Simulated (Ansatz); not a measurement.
An Ansatz (an electronic-structure program) input (PBE (Ansatz, PAW, scalar-relativistic without spin-orbit coupling)):

Ansatz 0.2 input:
```yaml
crystal:
  lattice:
    - [3.3179438028, 0, 0]
    - [-1.6589719014, 2.8734236216, 0]
    - [0, 0, 5.3415776348]
  atoms:
    - { symbol: Sc, position: [0.6666666667, 0.3333333333, 0.75] }
    - { symbol: Sc, position: [0.3333333333, 0.6666666667, 0.25] }
basis: { ecutwfc: 420, ecutrho_ratio: 4, xc_grid: 2, fft_grid_basis: typed }
kpoints: { mp_grid: { grid: [20, 20, 11] } }
hamiltonian:
  xc: pbe
  dispersion: none
  pseudopotentials: { kind: paw }
scf: { occupations: { method: fermi_dirac, width: 0.1 }, convergence: { dr2_threshold: 0.0000000002 } }
relax: { f_tol: 0.005, max_steps: 50 }
output: { forces: true, stress: true }
checkpoint: { write: state.ck, write_every: 1000 }
```

### Question
Which symmetry and how many k-points will the program report, and about how many plane waves at Γ?

### Answer
Space group P63/mmc (ITA 194) with 24 operations, k-points 264 of 4400, and 989 plane waves at Γ.

### Question
And the final pressure?

### Answer
-1.44 GPa (compression positive).

The cells carry an imposed strain or load. Whether these cells are dynamically stable was not tested. The final runs are not spin-polarised. The cell was made from Sc in the hcp (Mg type) structure (space group P6_3/mmc, No. 194) by this change: uniaxial strain ε_zz = +3.00 %.
